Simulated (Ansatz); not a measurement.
Take Ga₂O₃ in the corundum structure (space group R-3c, No. 167) as the base.

```xyz
10
Lattice="2.5002 1.4435 4.4829 -2.5002 1.4435 4.4829 0.0000 -2.8869 4.4829" Properties=species:S:1:pos:R:3 pbc="T T T"
Ga     0.0000     0.0000     4.7837
Ga     0.0000     0.0000     1.9406
Ga     0.0000     0.0000     8.6649
Ga     0.0000     0.0000    11.5081
O     -0.9861     1.4435     7.8450
O     -0.7570    -1.5757     7.8450
O      1.7431     0.1323     7.8450
O      0.9861    -1.4435     5.6036
O      0.7570     1.5757     5.6036
O     -1.7431    -0.1323     5.6036
```

Cartesian axes are those of the cell as printed.

Computed with Ansatz (a quantum-chemistry and plane-wave program) PBEsol, no spin-orbit coupling.

Before the change:

The electron mass is 0.22 mₑ (at Γ) and the band gap comes out as 2.70 eV. The smallest direct gap is 2.95 eV.

Perturbation: uniaxial strain ε_zz = +1.44 %, all other strain components held at zero; the atoms relax in the strained cell.

Task: What does the calculation give for the electron mass after the change?

Result: The electron mass stays 0.22 mₑ (at Γ).

Task: What happens to the band gap?

Result: The band gap drops by 0.14 eV to 2.56 eV.

Task: Estimate the effect on the stress.

Result: The stress (xx, yy, zz, yz, xz, xy; compression positive) is (-1.78, -1.78, -4.86, 0.00, 0.00, 0.00) GPa.

Task: Predict the new smallest direct gap.

Result: The smallest direct gap falls by 0.165 eV (2.95 eV → 2.79 eV).

Effective masses come from finite differences of ±0.01 Å⁻¹. No phonon test of stability was made.
